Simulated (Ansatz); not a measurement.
By hand: reaction energy

Consider the reaction energy. Reaction: Te (P3₁21) + H2 (gas) → TeH2 (gas). The sign is products less reactants.

Method: Ansatz (a program for electronic structure), PAW, neutral cells at 0 K with nuclei at rest, on structures from PBE+D3(BJ). Ansatz runs with its default PAW set. Other levels take these structures. The lattices are those relaxed with PBE+D3(BJ), so at other levels the solids can be strained, which adds to the spread. The PAW files were made for PBE and serve at the other functionals too. Space groups of crystals are read within 0.01 Å. Spin-orbit coupling is left out.

Total energies of the cells in eV, at zero smearing width. They compare only within one column; the weights balance every element.

```csv
cell,atoms,weight,PBE+D3(BJ),LDA
Te (P3₁21),3,−1,-20941.18671,-20481.58620
TeH2 (gas),3,+3,-7010.94518,-6857.12768
H2 (gas),2,−3,-31.74691,-30.95272
```

PBE+D3(BJ): − (-20941.18671) + 3 × (-7010.94518) − 3 × (-31.74691) = 3.592 eV; dividing by 3 gives 1.20 eV.

LDA: − (-20481.58620) + 3 × (-6857.12768) − 3 × (-30.95272) = 3.061 eV; dividing by 3 gives 1.02 eV.

What follows from the PBE+D3(BJ) value: Per mole of the reaction as written, 1.197 eV × 96.485 = 115.5 kJ.
